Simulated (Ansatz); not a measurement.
Consider Hf in the hcp (Mg type) structure (space group P6_3/mmc, No. 194; relaxed with 0.1 eV smearing).

```
Hf
1.0
    3.20400     0.00000     0.00000
   -1.60200     2.77474     0.00000
    0.00000     0.00000     5.07257
Hf
2
Direct
  0.66667   0.33333   0.75000
  0.33333   0.66667   0.25000
```

Computed with plane-wave PAW DFT at the PBE level (Ansatz, a first-principles code, 420 eV), scalar-relativistic without spin-orbit coupling.

Base values:

```
Quantity   Result
--------  -------
Pressure  0.0 GPa
```

Now apply this change: every lattice vector is shortened by 2.00 %; the atoms relax in the strained cell.

Problem. What does the calculation give for the energy relative to the base and pressure after the change?

Solution. The energy grows by 28 meV/atom; the pressure (mean of the normal stresses, compression positive) goes from zero to 7.2 GPa.

Stability against distortions was not tested. The final runs are not spin-polarised.
